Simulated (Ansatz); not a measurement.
4H silicon carbide: the defect Si vacancy + O on the C site (V_Si+O_C)

The numbers are results of PBE, PAW (plane waves to 420 eV; Ansatz, an electronic-structure program), not measurements. Cell: 96 sites, 3×2×1; final energies on a 2×2×2 shifted mesh. Sites at the start: the Si(h) site; C(h) 1.90 Å away, along c. Charged cells carry a point-charge image correction with potential alignment at far atoms. Dielectric constants: PBE linear response of the host. Host gap at this level: 2.23 eV. These values are not converged in cell size to better than tenths of an eV. PBE underestimates the host's gap, which shifts levels and can delocalise carriers. Spin–orbit coupling is left out. Each state is the lowest found from its start.

Formation energies E_f are given with the Fermi level at the valence-band maximum. Chemical conditions: C-rich (Δμ(C) = 0.00 eV, Δμ(Si) = -0.41 eV, Δμ(O) = -3.97 eV, bounded by alpha cristobalite; only phases computed here count, gases as isolated molecules at 0 K); Si-rich (Δμ(C) = -0.41 eV, Δμ(Si) = 0.00 eV, Δμ(O) = -4.17 eV, bounded by alpha cristobalite; only phases computed here count, gases as isolated molecules at 0 K). Reference phases: C: graphite, O: O2 molecule in a box, Si: silicon.

```
charge         moment (μB)  largest move off a lattice site (Å)  image correction with alignment (eV)  E_f, C-rich (eV)  E_f, Si-rich (eV)  above the lowest spin state (eV)
------  ------------------  -----------------------------------  ------------------------------------  ----------------  -----------------  --------------------------------
+1                     1.0                                 0.26                                 -0.07              5.43               5.64                              0.00
+1                     1.0                                 0.26                                 -0.07              5.43               5.64                              0.00
0†                     2.0                                 0.28                                  0.08              5.97               6.18                              0.00
0†      not spin-polarised                                 0.28                                  0.07              6.16               6.36                              0.18
−1                     1.0                                 0.29                                  0.57              7.44               7.65                              0.00
−1                     1.0                                 0.29                                  0.57              7.44               7.65                              0.00
```

† Not settled in this cell, so no level is given: charge 0: a dipole correction that the other charges lack.

Starting moments that weren't kept: charge +1 began with 3 μB and ended with 1.0; charge −1 began with 3 μB and ended with 1.0.

Flagged in the runs: a host whose relaxation on this sampling wasn't shown to rest.

All states together cost very roughly 100 core-minutes.
